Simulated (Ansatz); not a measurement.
For CdO (model structure, started from the BN type, Pm-3n, No. 223, 12 atoms in the cell), PBEsol (Ansatz, an electronic-structure program, plane waves, PAW) gives:

- equilibrium lattice constant a = 6.193 Å
- cohesive energy = 3.24 eV/atom

Problem. What does PBE-D3(BJ) (PAW; Ansatz) give for the same quantities?

Solution. 
- lattice constant a: 6.249 Å (increases by 0.9 %)
- cohesive energy: 3.07 eV/atom (shrinks by 0.17 eV/atom)

Changes are worked out from the printed values.

Unless a cell is named, each level is at its own relaxed cell (PBEsol 19.80, PBE-D3(BJ) 20.34 Å³/atom).

Ansatz's density-functional and Hartree–Fock values are scalar-relativistic unless marked +SOC, with PAW data made under PBE.

A model structure was made by putting elements into a prototype or built by hand; it is no filed structure, need not be a known phase, and can be a saddle point held by its symmetry.
